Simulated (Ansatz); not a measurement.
**LuCuSe$_{2}$ (space group R-3m, No. 166; a hypothetical phase, not in the database extracts checked)**

```
CELL_PARAMETERS angstrom
      1.99757     1.15330     6.13516
     -1.99757     1.15330     6.13516
      0.00000    -2.30659     6.13516
ATOMIC_POSITIONS crystal
  Lu 0.00000 0.00000 0.00000
  Cu 0.50000 0.50000 0.50000
  Se 0.24492 0.24492 0.24492
  Se 0.75508 0.75508 0.75508
```

Level of theory: PBE in Ansatz (plane waves to 420 eV, PAW, spin-orbit coupling left out). k-mesh 10×10×10 (Γ-centred); smearing 0.05 eV (Fermi–Dirac).

| Item | Result |
|---|---|
| Volume per atom | 21.20 Å³ |
| Density | 7.76 g/cm³ |
| Band gap | 1.04 eV, indirect, T → F |
| Total energy | -8074.949 eV/atom (σ→0; compares only within this code and set-up) |

Stability against distortions was not tested. The final runs are not spin-polarised.

Ansatz is a quantum-chemistry and plane-wave program.
